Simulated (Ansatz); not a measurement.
Take GaP in the zinc blende structure (space group F-43m, No. 216; a = 5.4513 Å) as the base.

Now apply this change: an isotropic linear strain of +2.00 %, atoms relaxed at fixed cell.

All numbers come from r2SCAN/PAW in Ansatz (an electronic-structure program), no spin-orbit coupling.

Base, band edges from the VBM (valence, conduction): X -2.80, 1.91; W -3.54, 5.03; L -1.17, 2.04; Γ 0.00, 2.36; K -2.35, 2.47; U -2.35, 2.47 eV.

Task: Give the band edges at the high-symmetry points of the new zone, measured from its valence-band maximum.

Result: 
```json
[
 {"point": "Γ", "valence edge (eV)": "0.00", "conduction edge (eV)": "1.84"},
 {"point": "X", "valence edge (eV)": "-2.59", "conduction edge (eV)": "2.02"},
 {"point": "U", "valence edge (eV)": "-2.18", "conduction edge (eV)": "2.51"},
 {"point": "K", "valence edge (eV)": "-2.18", "conduction edge (eV)": "2.51"},
 {"point": "L", "valence edge (eV)": "-1.08", "conduction edge (eV)": "1.85"},
 {"point": "W", "valence edge (eV)": "-3.26", "conduction edge (eV)": "5.01"}
]
```

The gap is 1.84 eV, direct at Γ.

Whether these cells are dynamically stable was not tested.
